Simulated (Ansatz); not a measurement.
Cells marked so need not be the phases stable at ambient conditions, and some may be hypothetical.

By PBEsol, each system below comes out a metal.

G/A = (e²/h) × open channels of both spins per area, as a mean over 0.1 eV about the Fermi level, without spin-orbit coupling, for the cells as given.

A. YSe (Fm-3m, rock salt, not sure to be the ambient phase, 2 atoms a cell, 23.8 Å³ an atom, -3 GPa at this level), current normal to (001)
B. YTl (Pm-3m, CsCl type, not sure to be the ambient phase, 2 atoms a cell, 27.0 Å³ an atom, -2 GPa at this level), current normal to (001)
C. Li (P6_3/mmc, hcp (Mg type), not sure to be the ambient phase, 2 atoms a cell, 20.1 Å³ an atom), current normal to (100)

Question: Put the candidates in order of ballistic conductance per area, lowest first, for PBEsol in Ansatz (a first-principles code).

Answer: B (0.39 × 10¹⁵ S/m²), A (0.64 × 10¹⁵ S/m²), C (0.80 × 10¹⁵ S/m²)
